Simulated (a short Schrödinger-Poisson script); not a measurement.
**Symmetric double-gate stack, SiO2 on p-type Si(100)**

System: symmetric double-gate stack, SiO2 on p-type Si(100), at 300 K.

| layer | material | thickness (nm) | Na (cm⁻³) |
|---|---|---|---|
| 1 | SiO2 | 2.7 | - |
| 2 | Si | 4 | 2e17 |
| 3 | SiO2 | 2.7 | - |

The device is made up for the run: typed textbook-type constants, with dimensions and the other settings drawn at random. SiO2: permittivity 3.9, conduction-band edge (eV) 3.15, gap (eV) 9, electron mass (mₑ) 0.5. Si: permittivity 11.7, conduction-band edge (eV) 0, gap (eV) 1.124, Nv at 300 K (cm⁻³) 3.1e19.

Channel valleys (confinement mass, in-plane density-of-states mass, number): Δ2 0.916, 0.19, 2; Δ4 0.19, 0.417, 4. At the gates, both at one voltage, the conduction-band edge of layer 1 lies 3.38 eV − eVg above the Fermi level of the channel. Gaps are held at their typed values at every temperature. Mesh 0.03 nm at interfaces.

Solved with a short Schrödinger-Poisson script written for these runs: 1D Poisson equation in equilibrium, electrons quantum, Hartree (BenDaniel-Duke, 12 states a valley, the channel's in-plane mass for all, wave functions free to enter the dielectric), parabolic valleys, classical holes, full ionisation, no traps, pinning or gate leakage.

```csv
Vg (V),electrons (cm⁻²),C (μF/cm²),Δ2 E0 (meV),Δ2 E1 (meV),Δ4 E0 (meV),Δ4 E1 (meV)
-0.1,5.56e6,< 0.003,359.2,429.8,421.2,681.0
0,2.66e8,< 0.003,259.2,329.8,321.2,581.0
0.1,1.23e10,0.0751,160.0,230.7,222.0,481.8
0.2,2.79e11,0.976,79.0,149.1,140.9,400.0
0.3,1.15e12,1.69,41.2,109.7,102.7,359.8
0.4,2.29e12,1.93,22.1,88.5,83.1,337.6
0.5,3.53e12,2.03,9.7,73.8,70.2,321.9
0.6,4.82e12,2.09,0.5,62.4,60.5,309.4
0.7,6.13e12,2.13,-6.9,52.9,52.8,298.8
0.8,7.47e12,2.15,-13.0,44.6,46.3,289.6
0.9,8.82e12,2.18,-18.3,37.3,40.7,281.3
1,1.02e13,2.19,-22.9,30.7,35.8,273.8
1.1,1.16e13,2.21,-27.0,24.6,31.4,266.8
1.2,1.29e13,2.22,-30.7,19.0,27.5,260.4
1.3,1.43e13,2.23,-34.1,13.8,23.9,254.3
1.4,1.57e13,2.24,-37.3,8.8,20.6,248.6
1.5,1.71e13,2.25,-40.3,4.2,17.6,243.2
1.6,1.85e13,2.26,-43.1,-0.3,14.7,238.0
1.7,1.99e13,2.26,-45.8,-4.5,12.1,233.1
```

Gate voltages with under 1e6 electrons/cm² are left out.

Subbands count from the Fermi level. The capacitance is that of both gates.
